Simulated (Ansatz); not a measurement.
## A constructed model of the (110) surface of bcc Nb, a layer of In in place of the third plane (bottom of the slab: a bare face, its two planes held)

Calculation: PBE (plane waves to 420 eV, PAW; Ansatz, an electronic-structure program).

Model: 6-atom slab, 11.4 Å thick at the start, 14x14x1 mesh, Fermi-Dirac 0.1 eV, dipole correction, 2 atoms held, the rest relaxed; symmetry of the start imposed; no spin, no spin-orbit, no U. In PBE it is, or lies within 0.01 eV a 1x1 cell of, the lowest of the 2 structures of its composition computed so far; larger cells were not tried.

```yaml
work_function_of_the_top_face: 4.55 eV
energy_released_by_relaxation: 0.47 eV
cost: around 4 core-minutes (rough)
```
